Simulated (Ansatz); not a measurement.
A computed series for hypothetical rock salt BeTe: response to strain

Base system: BeTe in the rock salt structure (space group Fm-3m, No. 225; a = 5.3711 Å; a hypothetical phase, not in the database extracts checked; relaxed with 0.1 eV smearing). Axes: x, y, z lie along the cube axes.

Strains are applied to the cell and any free atomic positions relax; under biaxial strain the out-of-plane vector relaxes too; under stress the whole cell relaxes.

All numbers come from r2SCAN, PAW, 500 eV (Ansatz, an electronic-structure program; spin-orbit coupling left out), earlier PAW set.

Notes on the quantities. pressure: mean of the normal stresses, compression positive.

```csv
variant,pressure,volume per atom,space group
base,0.0 GPa,19.37 Å³,Fm-3m (No. 225)
"biaxial strain +0.96 %, plane normal [001], relaxed out of plane",-0.7 GPa,19.59 Å³,I4/mmm (No. 139)
"biaxial strain −1.59 %, plane normal [111], relaxed out of plane",1.7 GPa,18.92 Å³,R-3m (No. 166)
isotropic strain −0.86 %,1.8 GPa,18.87 Å³,Fm-3m (No. 225)
isotropic strain +2.55 %,-4.4 GPa,20.89 Å³,Fm-3m (No. 225)
isotropic strain +2.90 %,-4.9 GPa,21.10 Å³,Fm-3m (No. 225)
uniaxial strain ε_xx = −1.21 %,0.9 GPa,19.13 Å³,I4/mmm (No. 139)
tensor shear ε_xz = +0.65 %,0.0 GPa,19.37 Å³,Immm (No. 71)
"uniaxial stress, 3 GPa compression along z",–,19.15 Å³,I4/mmm (No. 139)
tensor shear ε_xz = +2.05 %,0.0 GPa,19.36 Å³,Immm (No. 71)
```

Beyond what the load breaks, stability against distortions was not tested. All final runs are without spin polarisation.
